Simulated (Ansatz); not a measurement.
Consider a 12-atom supercell of HfO2 (space group P4_2/nmc, No. 137; a = 3.604 Å, c = 5.264 Å) at its relaxed geometry.

All numbers come from PBE (Ansatz, a quantum-chemistry and plane-wave program), no spin-orbit coupling.

For the base:

The pressure is 0.0 GPa and the mean distance from the defect site to its nearest host atoms comes out as 2.07 Å.

Modification: one Hf atom is removed, atoms relaxed at fixed cell, starting from a slightly rattled geometry.

**Question.** What happens to the pressure?

**Answer.** The pressure goes from zero to -2.5 GPa.

**Question.** What does the calculation give for the mean distance from the defect site to its nearest host atoms after the change?

**Answer.** The mean distance from the defect site to its nearest host atoms goes up by 0.16 Å to 2.23 Å.

**Question.** What happens to the largest displacement of a host atom from its site in the perfect cell?

**Answer.** The largest displacement of a host atom from its site in the perfect cell is 0.33 Å.

The magnetic state is the one reached from the starting moments; the real material's order can differ, and small cells can't hold many antiferromagnetic ones. The cell is small, so the values are those of an ordered compound at a high defect concentration; dilute-limit values will differ. The mesh was chosen for an insulator and is coarse for the gapless case. The defect cell is spin-polarised and ends with 4.0 μB. This is not the structure that HfO2 has at room temperature and ambient pressure.
